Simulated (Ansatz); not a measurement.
**A self-consistent single point of YSi2 (I4/mmm, 3 atoms in the cell) with Ansatz (a first-principles code)**

Method of the run: PBE (plane waves, PAW; Ansatz).

The input file:

Ansatz 0.2 input:
```yaml
# YSi2
crystal:
  lattice:
    - [-1.792619, 1.792619, 4.387512]
    - [1.792619, -1.792619, 4.387512]
    - [1.792619, 1.792619, -4.387512]
  atoms:
    - { symbol: Y, position: [0.000000, 0.000000, 0.000000] }
    - { symbol: Si, position: [0.335300, 0.335300, 0.000000] }
    - { symbol: Si, position: [0.664700, 0.664700, 0.000000] }
basis:
  ecutwfc: 30.9 Ry
kpoints:
  mp_grid: { grid: [7, 7, 7] }
hamiltonian:
  xc: pbe
  pseudopotentials: { kind: paw }
scf:
  occupations: { method: methfessel_paxton, width: 0.02 Ry }
output:
  forces: true
  eigenvalues: true
  stress: true
```

Log, with long lists cut:

```
WARN ansatz: RAYON_NUM_THREADS=1 ignored (pool sized by the plan → 1); use --threads N
Pseudopotentials: kind: paw
Pseudopotential: Y, paw, valence charge 11
Pseudopotential: Si, paw, valence charge 4
Crystal: 3 atoms, lattice volume = 56.397 Å³
Basis set: ecut = 420.4159175005146 eV, 1079 PW (Γ), exchange–correlation on 72×72×72 points (8 copies of the dense FFT grid, shifted against one another)
Bands: 14, of which v1, the nominal top of the filled ones, is band 10 counted from 1 (9 counted from 0)
Symmetry: 16 space group operations
Space group: I4/mmm (ITA 139), of the structure as read, at distance tolerance 3.8e-5 Å
k-points: 40 of 343
Initial density: superposition of atomic densities (neutral atoms: chi_scale 0, normalization atom), corrected by the library's trained network
Initial wavefunctions: pseudopotential atomic-orbital guess
Eigensolver: davidson
Functional: x = pbe(κ = 0.804, μ = 0.2195149727645171), c = pbe(β = 0.06672455060314922)
SCF iter   1: F=—  HF=-5120.187369 eV  |F-HF|=—  |Δ(HF+E_count)|=         —  Δρ=4.83e-3  dr2=4.08e-2  ethr=1.77e-3  ⟨swp⟩=5.0  Hψ=3086  notcnv=0
all-band conjugate gradients solve this SCF's bands
preconditioner: auto → Kerker (q_TF=auto, 2.276 Å⁻¹)
SCF iter   2: F=—  HF=-5120.180471 eV  |F-HF|=—  |Δ(HF+E_count)|=   6.90e-3  S|Δr|=    0.00e0  Δρ=2.49e-3  dr2=9.87e-3  ethr=2.15e-4  ⟨swp⟩=1.0  Hψ=880  notcnv=0
SCF iter   3: F=—  HF=-5120.178661 eV  |F-HF|=—  |Δ(HF+E_count)|=   1.81e-3  S|Δr|=    0.00e0  Δρ=3.68e-4  dr2=7.50e-5  ethr=5.19e-5  ⟨swp⟩=2.3  Hψ=717  notcnv=0
SCF iter   4: F=—  HF=-5120.178660 eV  |F-HF|=—  |Δ(HF+E_count)|=   4.82e-7  S|Δr|=    0.00e0  Δρ=9.69e-5  dr2=5.34e-6  ethr=3.95e-7  ⟨swp⟩=2.2  Hψ=840  notcnv=0
SCF iter   5: F=-5120.178660 eV  HF=-5120.178660 eV  |F-HF|=1.45e-8  |Δ(HF+E_count)|=   9.45e-8  S|Δr|=    0.00e0  Δρ=1.37e-5  dr2=8.22e-8  ethr=5.26e-10  ⟨swp⟩=4.0  Hψ=3005  notcnv=0
SCF 1 converged in 5 iterations: F = -5120.178660 eV  dr2 = 8.22e-8
SCF converged after 5 iterations
Stability not checked (fill_not_monotonic)
Free energy (F): -5120.178660 eV
Harris-Foulkes:  -5120.178660 eV  (|F-HF|=1.45e-8)
Internal energy: -5120.158798 eV  (E = F + TS)
E sigma→0 (E₀):  -5120.173695 eV
Entropy (-TS):   -0.019862 eV (-6.621 meV/atom)
Fermi energy:    10.370675 eV
--- Per-component energies (eV) ---
  E_band       = -56.909816
  E_kinetic    = 389.883507
  E_local      = -617.146619  (includes V_loc(G=0)·N_el)
  E_nonlocal   = 101.682037
  E_hartree    = 211.018406
  E_xc         = -286.143303
  E_vxc        = -295.810376  (∫ρ·V_xc dr)
  E_paw        = -3850.177296  (= ΣΔE_a)
  E_vpaw       = -57.554337  (= ΣTr[D̂ρ^β])
  E_aug_tail   = 0.000017  (compensation charges beyond the density's cutoff)
  E_ewald      = -1069.275547
  E_smearing   = -0.019862  (= −TS)
  E_closure    = 0.000000  (closes the sum)
  Σ components = -5120.178660   (vs F -5120.178660, Δ=0.00e0)
--- Forces (eV/Å), atoms counted from 1 ---
  atom   1  Y      0.00000000     0.00000000     0.00000000
  atom   2  Si    -0.00000000    -0.00000000    -0.87075756
  atom   3  Si     0.00000000     0.00000000     0.87075756
  max |Σ_I F_I| component: 2.78e-17 eV/Å
--- Stress (GPa, compression-positive) ---
        7.160639       0.000000       0.000000
        0.000000       7.160639      -0.000000
        0.000000       0.000000       7.096822
  P = ⅓ Tr σ = 7.1394 GPa (71.394 kbar)
  The stress holds the Pulay correction. Without it, at fixed plane waves, as pw.x and ABINIT print it: P = 7.1238 GPa
--- Band table (eV; the first three rows and the last of 40) ---
  k-point 0: bands = ["-31.1128", "-11.2984", "-11.0922", "-11.0922", "-0.1942", "6.3780", "6.8542", "9.6805", "9.6805", "10.5198", "13.0072", "13.6051", "13.6051", "14.4270"]
  k-point 1: bands = ["-31.1030", "-11.2825", "-11.1711", "-11.1528", "0.3138", "6.2480", "6.7759", "8.5572", "10.1584", "10.3908", "10.9778", "13.4938", "14.4536", "15.8825"]
  k-point 2: bands = ["-31.0813", "-11.3168", "-11.2865", "-11.2492", "1.5867", "5.6075", "6.8127", "7.0961", "9.6247", "10.0735", "10.3904", "14.7551", "15.0389", "16.0035"]
  k-point 39: bands = ["-31.1068", "-11.3525", "-11.1746", "-11.0885", "1.5480", "2.7588", "8.2695", "10.3680", "10.3981", "11.8229", "12.2227", "12.9028", "14.3355", "14.4710"]
```

The run converged in 5 iterations.

The starting cell was generated: these elements placed on a structure prototype, without a prior relaxation; it need not be a known phase or ordering of this composition. With a pressure of about 7 GPa the cell is away from its equilibrium volume at this level. Ansatz's pressure includes its estimate of the finite-basis (Pulay) stress.
